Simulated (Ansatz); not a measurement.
Results of r²SCAN-D4 (Ansatz, a program for electronic structure, plane waves, PAW) for NiAs-type NiSb.

Run with plane-wave cutoff 560 eV, 18×18×12 k mesh (along the axes of the cell as run), Fermi–Dirac smearing 0.05 eV, no spin polarisation, scalar-relativistic PAW data made under PBE.

Properties against volume:

Shape and atoms are relaxed at each volume.

| V (Å³/atom) | P (GPa) | c (Å) | a (Å) |
|---|---|---|---|
| 16.265 | 5.73 | 5.027 | 3.866 |
| 16.603 | 2.69 | 5.066 | 3.891 |
| 16.942 | 0.00 | 5.105 | 3.915 |
| 17.281 | -2.39 | 5.143 | 3.940 |
| 17.620 | -4.51 | 5.181 | 3.963 |

Note: the bulk modulus comes from volumes at which shape and atoms were relaxed.
